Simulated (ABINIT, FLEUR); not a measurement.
An ABINIT input for a self-consistent single point of LiAl3 (I4/mmm, 4 atoms in the cell) (DFT, PBEsol, plane waves, norm-conserving pseudopotentials (PseudoDojo nc-sr-04 PBEsol standard)):

```
# LiAl3, PseudoDojo nc-sr-04 PBEsol standard
pp_dirpath "./"
pseudos "Li.upf, Al.upf"
acell 9.1277041875 9.1277041875 9.1277041875
rprim
        -0.4094882279    0.4094882279    0.8152538148
         0.4094882279   -0.4094882279    0.8152538148
         0.4094882279    0.4094882279   -0.8152538148
natom 4
ntypat 2
znucl 3 13
typat 1 2 2 2
xcart
         0.0000000000    0.0000000000    0.0000000000
        -0.0000000000    3.7376874122    3.7206978294
         3.7376874122   -0.0000000000    3.7206978294
        -0.0000000000   -0.0000000000    7.4413956589
ecut 37
occopt 3
tsmear 0.00367493
nband 11
kptopt 1
ngkpt 9 9 9
nshiftk 1
shiftk 0 0 0
nstep 80
tolvrs 1.0e-11
prtwf 0
prtden 0
```

**Question.** Write the same calculation as an input for FLEUR.

**Answer.** This is the input that was run; spellings and numerical settings could be chosen otherwise.

Input of the input generator:

```
LiAl3 crystal
&input film=f /
-0.4094882279 0.4094882279 0.8152538148
0.4094882279 -0.4094882279 0.8152538148
0.4094882279 0.4094882279 -0.8152538148
9.1277041875
1.0 1.0 1.0

4
3 0.0000000000 0.0000000000 0.0000000000
13 0.7500000000 0.2500000000 0.5000000000
13 0.2500000000 0.7500000000 0.5000000000
13 0.5000000000 0.5000000000 0.0000000000

&comp jspins=1 /
&exco xctyp='PBEs' /
&kpt div1=9 div2=9 div3=9 /
&end /
```

```xml
<?xml version="1.0" encoding="UTF-8" standalone="no"?>
<fleurInput fleurInputVersion="0.39">
   <comment>
      LiAl3 crystal                                                                                       
   </comment>
   <calculationSetup>
      <cutoffs Kmax="4.3" Gmax="12.9" GmaxXC="12.9" numbands="0"/>
      <scfLoop itmax="100" minDistance="0.00001" maxIterBroyd="15" imix="Anderson" alpha="0.05" precondParam="0.0" spinf="2.0"/>
      <coreElectrons ctail="T" frcor="F" kcrel="0" coretail_lmax="0"/>
      <xcFunctional name="PBEs" relativisticCorrections="F"/>
      <magnetism jspins="1"/>
      <soc l_soc="F" theta="0.0" phi="0.0" spav="F"/>
      <expertModes spex="0" secvar="F"/>
      <geometryOptimization l_f="T" forcealpha="1.0" forcemix="BFGS" epsdisp="0.00001" epsforce="0.00001"/>
      <ldaU l_linMix="F" mixParam="0.05" spinf="1.0"/>
   </calculationSetup>
   <cell>
      <bzIntegration valenceElectrons="10.0" mode="hist" fermiSmearingEnergy="0.00367493">
         <kPointListSelection listName="default-1"/>
         <!-- k-points included here -->
         <xi:include xmlns:xi="http://www.w3.org/2001/XInclude" href="kpts.xml"> </xi:include>
      </bzIntegration>
      <!-- symmetry operations included here -->
      <xi:include xmlns:xi="http://www.w3.org/2001/XInclude" href="sym.xml"> </xi:include>
      <bulkLattice scale="1.0">
         <bravaisMatrix>
            <row-1>   -3.7376874125347839     3.7376874125347839     7.4413956592253090</row-1>
            <row-2>    3.7376874125347839    -3.7376874125347839     7.4413956592253090</row-2>
            <row-3>    3.7376874125347839     3.7376874125347839    -7.4413956592253090</row-3>
         </bravaisMatrix>
      </bulkLattice>
   </cell>
   <atomSpecies>
      <species name="Lithium (Li)" element="Li" atomicNumber="3">
         <mtSphere radius="2.34" gridPoints="807" logIncrement="0.012"/>
         <atomicCutoffs lmax="10" lnonsphr="8"/>
         <electronConfig flipSpins="F">
            <coreConfig>(1s1/2)</coreConfig>
            <valenceConfig>(2s1/2)</valenceConfig>
            <stateOccupation state="(2s1/2)" spinUp="0.5" spinDown="0.5"/>
         </electronConfig>
         <energyParameters s="2" p="2" d="3" f="4"/>
      </species>
      <species name="Aluminum (Al)" element="Al" atomicNumber="13">
         <mtSphere radius="2.51" gridPoints="867" logIncrement="0.013"/>
         <atomicCutoffs lmax="10" lnonsphr="8"/>
         <electronConfig flipSpins="F">
            <coreConfig>(1s1/2) (2s1/2) (2p1/2) (2p3/2)</coreConfig>
            <valenceConfig>(3s1/2) (3p1/2) (3p3/2)</valenceConfig>
            <stateOccupation state="(3p1/2)" spinUp="0.1666666666667" spinDown="0.1666666666667"/>
            <stateOccupation state="(3p3/2)" spinUp="0.3333333333333" spinDown="0.3333333333333"/>
         </electronConfig>
         <energyParameters s="3" p="3" d="3" f="4"/>
      </species>
   </atomSpecies>
   <atomGroups>
      <atomGroup species="Lithium (Li)">
         <relPos label="                   1">.0000000000 .0000000000 .0000000000</relPos>
         <force calculate="T" relaxXYZ="TTT"/>
      </atomGroup>
      <atomGroup species="Aluminum (Al)">
         <relPos label="                   2">-1.000/4.000 1.000/4.000 1.000/2.000</relPos>
         <relPos label="                   3">1.000/4.000 -1.000/4.000 1.000/2.000</relPos>
         <force calculate="T" relaxXYZ="TTT"/>
      </atomGroup>
      <atomGroup species="Aluminum (Al)">
         <relPos label="                   4">1.000/2.000 1.000/2.000 .0000000000</relPos>
         <force calculate="T" relaxXYZ="TTT"/>
      </atomGroup>
   </atomGroups>
   <output dos="F" band="F" slice="F">
      <checks vchk="F" cdinf="F"/>
      <bandDOS minEnergy="-.5*Htr" maxEnergy="0.5*Htr" sigma="0.015" storeEVData="T"/>
      <vacuumDOS vacdos="F" integ="F" star="F" nstars="0" locx1="0.0" locy1="0.0" locx2="0.0" locy2="0.0" nstm="0" tworkf="0.0"/>
      <unfoldingBand unfoldBand="F" supercellX="1" supercellY="1" supercellZ="1"/>
      <plotting iplot="0" polar="F">
         <plot TwoD="T" vec1="  1.0  0.0  0.0" vec2="  0.0  1.0  0.0" vec3="  0.0  0.0  1.0" zero="  0.0  0.0  0.0" file="plot"/>
      </plotting>
      <chargeDensitySlicing numkpt="0" minEigenval="0.0" maxEigenval="0.0" nnne="0" pallst="F"/>
      <specialOutput eonly="F"/>
      <magneticCircularDichroism mcd="F" energyLo="-10.0" energyUp="0.0"/>
   </output>
  <!-- We include the file relax.xml here to enable relaxations (see documentation) -->
  <xi:include xmlns:xi="http://www.w3.org/2001/XInclude" href="relax.xml"> <xi:fallback/> </xi:include>
</fleurInput>
```

Basis, cutoffs, solver keys and any potentials are the target program's own. This input uses DFT, PBEsol, all-electron FLAPW (FLEUR), scalar-relativistic valence.

The starting cell comes from a database of computed structures (which also holds hypothetical and non-ambient phases and stackings), without a prior relaxation at this level. Its lattice was rescaled by a random factor within 2.5 % of one. For this run, on top of that: lattice scaled by 0.98.
